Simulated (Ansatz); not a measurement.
**Effect of pressure 50 GPa on Si**

Consider Si in the diamond structure (space group Fd-3m, No. 227; a = 5.444 Å).

Now apply this change: cell and atoms relaxed at a pressure of 50 GPa.

Calculations: DFT with r2SCAN, PAW potentials and a 500 eV plane-wave cutoff in Ansatz (a first-principles code), without spin-orbit coupling, earlier PAW set. Γ-centred 10×10×10 mesh, Fermi–Dirac width 0.05 eV.

The density goes up by 0.77 g/cm³ to 3.08 g/cm³ and the lattice parameter a falls by 0.942 bohr (10.288 bohr → 9.346 bohr). The shortest interatomic distance decreases by 0.408 bohr to 4.047 bohr and the enthalpy H = E + PV relative to the base's energy is +5.34 eV/atom. The band gap falls by 0.67 eV to 0.11 eV and the smallest direct gap grows by 0.057 eV, from 2.74 eV to 2.79 eV. The width of the top valence band goes up by 1.45 eV to 5.45 eV and the electron mass becomes 0.94 mₑ along k, 0.17 mₑ across (off the special points) (base: 0.91 mₑ along k, 0.19 mₑ across (off the special points)). The hole mass (degenerate bands, along [100]) changes from 0.17, 0.25, 0.25 mₑ (at Γ) to 0.20, 0.20, 0.28 mₑ (at Γ).

Load acts through the strain it causes; cell and atoms are relaxed under it. Effective masses come from finite differences of ±0.01 Å⁻¹. Along k means along the line from Γ to the band edge. Stability against distortions was not tested. Measured, Si leaves this structure (for the β-tin structure) near 12 GPa (room temperature; as listed in arXiv:1906.07825). The zero or small gap of Si under pressure 50 GPa can change with the level of theory.
